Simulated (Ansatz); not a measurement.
Start from BaTiO₃ in the cubic perovskite structure (space group Pm-3m, No. 221; a = 4.0192 Å).

Computed with Kohn–Sham DFT with the PBE functional, run in Ansatz (a quantum-chemistry and plane-wave program) with PAW and 420 eV plane waves, no SOC.

For the base:

```
Item                      Result
---------------  ---------------
Band gap                 1.78 eV
Gap character    indirect, R → Γ
Volume per atom         12.99 Å³
```

One thing is altered: a hydrostatic pressure of 30 GPa.

**Question.** Predict the new band gap.

**Answer.** The band gap grows by 0.23 eV, from 1.78 eV to 2.01 eV.

**Question.** What does the calculation give for the gap character after the change?

**Answer.** The gap character changes from indirect, R → Γ to direct at Γ.

**Question.** What happens to the volume per atom?

**Answer.** The volume per atom decreases by 1.65 Å³, from 12.99 Å³ to 11.34 Å³.

**Question.** What does the calculation give for the hole mass after the change?

**Answer.** The hole mass (degenerate bands, along [100]) is 0.30, 0.99, 0.99 mₑ (at Γ).

Load acts through the strain it causes; cell and atoms are relaxed under it. Masses are band curvatures over ±0.01 Å⁻¹ around the edge. Stability against distortions was not tested. No other phases were tried under pressure. The final runs are not spin-polarised. Many cubic perovskites are stable only at high temperature; tilts and polar distortions were not tested. This is not the structure that BaTiO3 has at room temperature and ambient pressure.
